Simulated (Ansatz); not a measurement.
Worked example: relaxation of the atoms of Ta₂H (P2, 3 atoms in the cell) in Ansatz (an electronic-structure program).

Method of the run: LDA (PW92), default PAW files made with PBE (plane waves; Ansatz).

The change in words: one atom moved by 0.15 angstrom; relax: default → atoms; relax.f_tol: default → 0.03 eV/Å. Reference geometry:
```
Ta2H
1.0
    1.72910    -2.38333     0.00000
    1.72910     2.38333     0.00000
    0.00000     0.00000     4.78236
Ta H
2 1
Cartesian
  0.86455   1.19166   1.26527
  0.86455  -1.19166   3.51709
  0.00000   0.00000   0.00000
```

Reference input (self-consistent single point, DFT, LDA (PW92), plane waves, default PAW files made with PBE): basis.ecutwfc = 420 eV; kpoints.mp_grid.grid = 12 12 7; hamiltonian.xc = lda; hamiltonian.pseudopotentials = {kind: paw} (the program's default PAW files); scf.occupations.method = fermi_dirac; scf.occupations.width = 0.1 eV. This run's input differs from it in these lines:

```diff
@@ -6,3 +6,3 @@
   atoms:
-    - { symbol: Ta, position: [0.00000000, 0.50000000, 0.26457000] }
+    - { symbol: Ta, position: [0.00000000, 0.50000000, 0.29593500] }
     - { symbol: Ta, position: [0.50000000, 0.00000000, 0.73543000] }
@@ -18,2 +18,4 @@
   occupations: { method: fermi_dirac, width: 0.1 eV }
+relax:
+  f_tol: 0.03
 output:
```

Log, with long lists cut:

```
   [... SCF lines of the steps left out ...]
relax step   1: F+E_penalty+E_count = -19381.24992493 eV  Δ(F+E_penalty+E_count) = +0.000e0 eV  max|allowed force component| = 1.636e0 eV/Å  Δτ_max = 0.0000 Å  (6 SCF iters, dr2 threshold 2.25e-5 eV, accepted)
relax step   2: F+E_penalty+E_count = -19381.21980689 eV  Δ(F+E_penalty+E_count) = +3.012e-2 eV  max|allowed force component| = 1.728e0 eV/Å  Δτ_max = 0.1951 Å  (6 SCF iters, dr2 threshold 1.00e-4 eV, rejected (line search))
relax step   3: F+E_penalty+E_count = -19381.36333673 eV  Δ(F+E_penalty+E_count) = -1.134e-1 eV  max|allowed force component| = 8.866e-2 eV/Å  Δτ_max = 0.0950 Å  (6 SCF iters, accepted)
relax step   4: F+E_penalty+E_count = -19381.36383356 eV  Δ(F+E_penalty+E_count) = -4.968e-4 eV  max|allowed force component| = 5.063e-3 eV/Å  Δτ_max = 0.0061 Å  (6 SCF iters, accepted)
the relaxation is at rest under the 2 symmetry operations that the run kept from its start: a minimum is not shown …
Free energy (F): -19381.363834 eV
Internal energy: -19381.314355 eV  (E = F + TS)
E sigma→0 (E₀):  -19381.339094 eV
Entropy (-TS):   -0.049479 eV (-16.493 meV/atom)
Fermi energy:    17.065409 eV
--- Forces (eV/Å), atoms counted from 1 ---
  atom   1  Ta     0.00000000     0.00000000     0.00371650
  atom   2  Ta    -0.00000000     0.00000000     0.00134586
  atom   3  H      0.00000000    -0.00000000    -0.00506363
--- Stress (GPa, compression-positive) ---
      -12.336828       0.014504       0.000000
        0.014504     -11.209470      -0.000000
   [... lines left out ...]
--- Relaxed structure (4 steps of the walk, 3 accepted, 0 SCFs on fresh bases) ---
  F+E_penalty+E_count = -19381.36383356 eV   max|allowed force component| = 5.063e-3 eV/Å
  atoms:
    - { symbol: Ta, position: [-2.7755575615628914e-17, 0.5, 0.27610295273695334] }
    - { symbol: Ta, position: [0.5, -2.7755575615628914e-17, 0.7447057600639936] }
    - { symbol: H, position: [-1.6207447065635225e-18, -1.6207447065635221e-18, 0.010556287199053126] }
```

The run converged.  The full log also holds: “iter 5 did not close the SCF: its close was put off for the readings that it lacked (scf_convergence_deferred on its scf_iter line)”. The full log also holds: “iter 5 did not close the SCF: its close was put off for the readings that it lacked (scf_convergence_deferred on its scf_iter line)”.

Summary of the result:
```
Property                                                  Value
-----------------------------------------------  --------------
Free energy E − TS (on the zero of these files)  -19381.3638 eV
Fermi level (on the code's own zero)                   17.07 eV
Pressure                                             -11.40 GPa
Largest force (vector length)                        0.005 eV/Å
Relaxation steps                                              4
```

The starting cell comes from a database of computed structures (which also holds hypothetical and non-ambient phases and stackings), without a prior relaxation at this level. Its lattice was rescaled by up to half a per cent. For this run, on top of that: one atom moved by 0.15 angstrom. Spin polarisation is off. Ansatz's pressure includes its estimate of the finite-basis (Pulay) stress.

Cost on one core of a shared machine: roughly 70 s.

Keys are those of Ansatz 0.2.
